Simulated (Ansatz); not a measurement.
Input and output of a self-consistent single point for LaAl5Ni2 (Immm, 8 atoms in the cell) (Ansatz, a program for electronic structure).

Computed with PBEsol, PAW files made with PBE (plane waves; Ansatz).

The change in words: lattice scaled by 0.98. Reference geometry:
```yaml
crystal:
  lattice:
    - [-2.00227, 3.50710, 4.82543]
    - [2.00227, -3.50710, 4.82543]
    - [2.00227, 3.50710, -4.82543]
  atoms:
    - { symbol: La, position: [0.00000, 0.00000, 0.00000] }
    - { symbol: Al, position: [0.50000, 0.00000, 0.50000] }
    - { symbol: Al, position: [0.84934, 0.66072, 0.18862] }
    - { symbol: Al, position: [0.15066, 0.33928, 0.81138] }
    - { symbol: Al, position: [0.47210, 0.66072, 0.81138] }
    - { symbol: Al, position: [0.52790, 0.33928, 0.18862] }
    - { symbol: Ni, position: [0.73572, 0.23572, 0.50000] }
    - { symbol: Ni, position: [0.26428, 0.76428, 0.50000] }
```

Reference input (self-consistent single point, DFT, PBEsol, plane waves, PAW files made with PBE): kpoints.mp_grid.grid = 5 5 5; hamiltonian.xc = pbesol; hamiltonian.pseudopotentials = {kind: paw} (the program's default PAW files); scf.occupations.method = gaussian; scf.occupations.width = 0.272 eV. This run's input differs from it in these lines:

Ansatz 0.2 input:
```diff
@@ -3,14 +3,14 @@
   lattice:
-    - [-2.002270, 3.507095, 4.825430]
-    - [2.002270, -3.507095, 4.825430]
-    - [2.002270, 3.507095, -4.825430]
+    - [-1.962225, 3.436953, 4.728921]
+    - [1.962225, -3.436953, 4.728921]
+    - [1.962225, 3.436953, -4.728921]
   atoms:
     - { symbol: La, position_ang: [0.000000, 0.000000, 0.000000] }
-    - { symbol: Al, position_ang: [0.000000, 3.507095, 0.000000] }
-    - { symbol: Al, position_ang: [0.000000, 1.323017, 6.376516] }
-    - { symbol: Al, position_ang: [2.002270, 2.184078, -1.551086] }
-    - { symbol: Al, position_ang: [2.002270, 2.184078, 1.551086] }
-    - { symbol: Al, position_ang: [0.000000, 1.323017, 3.274344] }
-    - { symbol: Ni, position_ang: [0.000000, 3.507095, 2.274901] }
-    - { symbol: Ni, position_ang: [2.002270, 0.000000, 2.550529] }
+    - { symbol: Al, position_ang: [0.000000, 3.436953, 0.000000] }
+    - { symbol: Al, position_ang: [-0.000000, 1.296556, 6.248985] }
+    - { symbol: Al, position_ang: [1.962225, 2.140397, -1.520064] }
+    - { symbol: Al, position_ang: [1.962225, 2.140397, 1.520064] }
+    - { symbol: Al, position_ang: [-0.000000, 1.296556, 3.208857] }
+    - { symbol: Ni, position_ang: [-0.000000, 3.436953, 2.229403] }
+    - { symbol: Ni, position_ang: [1.962225, 0.000000, 2.499518] }
 kpoints:
```

Log, with long lists cut:

```
SCF iter   1: F=—  HF=-20400.261071 eV  |F-HF|=—  |Δ(HF+E_count)|=         —  Δρ=6.37e-2  dr2=4.48e0  ethr=3.10e-3  ⟨swp⟩=5.9  Hψ=4181  notcnv=0
all-band conjugate gradients solve this SCF's bands
preconditioner: auto → Kerker (q_TF=auto, 2.419 Å⁻¹)
SCF iter   2: F=—  HF=-20399.429917 eV  |F-HF|=—  |Δ(HF+E_count)|=   8.31e-1  Δρ=2.28e-2  dr2=1.43e0  ethr=3.10e-3  ⟨swp⟩=2.1  Hψ=1811  notcnv=0  defer=3
   [... lines left out ...]
SCF iter   6: F=—  HF=-20398.945807 eV  |F-HF|=—  |Δ(HF+E_count)|=   6.29e-5  Δρ=2.33e-4  dr2=9.50e-5  ethr=7.44e-6  ⟨swp⟩=1.6  Hψ=1130  notcnv=0  defer=52
SCF iter   7: F=—  HF=-20398.945775 eV  |F-HF|=—  |Δ(HF+E_count)|=   3.21e-5  Δρ=6.41e-5  dr2=8.81e-6  ethr=1.53e-7  ⟨swp⟩=2.4  Hψ=1695  notcnv=0  defer=48
SCF iter   8: F=—  HF=-20398.945772 eV  |F-HF|=—  |Δ(HF+E_count)|=   2.88e-6  Δρ=2.47e-5  dr2=6.02e-7  ethr=1.42e-8  ⟨swp⟩=2.1  Hψ=1594  notcnv=0  defer=48
SCF iter   9: F=-20398.945772 eV  HF=-20398.945772 eV  |F-HF|=1.20e-8  |Δ(HF+E_count)|=   1.04e-7  Δρ=3.67e-6  dr2=2.00e-8  ethr=1.61e-10  ⟨swp⟩=12.0  Hψ=5349  notcnv=0
SCF 1 converged in 9 iterations: F = -20398.945772 eV  dr2 = 2.00e-8
Free energy (F): -20398.945772 eV
Internal energy: -20398.869899 eV  (E = F + TS)
E sigma→0 (E₀):  -20398.907835 eV
Entropy (-TS):   -0.075873 eV (-9.484 meV/atom)
Fermi energy:    11.184396 eV
--- Forces (eV/Å), atoms counted from 1 ---
  atom   1  La     0.00000000     0.00000000     0.00000000
  atom   2  Al     0.00000000     0.00000000    -0.00000000
  atom   3  Al     0.00000000     0.14576213    -0.15755781
  atom   4  Al     0.00000000    -0.14576213     0.15755781
  atom   5  Al     0.00000000    -0.14576213    -0.15755781
  atom   6  Al     0.00000000     0.14576213     0.15755781
  atom   7  Ni     0.00000000     0.00000000     0.22299110
  atom   8  Ni     0.00000000     0.00000000    -0.22299110
--- Stress (GPa, compression-positive) ---
        6.693003       0.000000       0.000000
        0.000000       6.297889       0.000000
        0.000000       0.000000       5.553883
  P = ⅓ Tr σ = 6.1816 GPa (61.816 kbar)
  The stress holds the Pulay correction. Without it, at fixed plane waves, as pw.x and ABINIT print it: P = 6.1517 GPa
```

The run converged in 9 iterations. Against the reference run the free energy rises by 14.9 meV/atom, the pressure goes from -1.01 to 6.18 GPa and the largest force goes from 0.100 to 0.223 eV/Å.

The starting cell comes from a database of computed structures (which also holds hypothetical and non-ambient phases and stackings), without a prior relaxation at this level. For this run, on top of that: lattice scaled by 0.98. Spin polarisation is off. With a pressure of about 6 GPa the cell is away from its equilibrium volume at this level. Ansatz's pressure includes its estimate of the finite-basis (Pulay) stress.
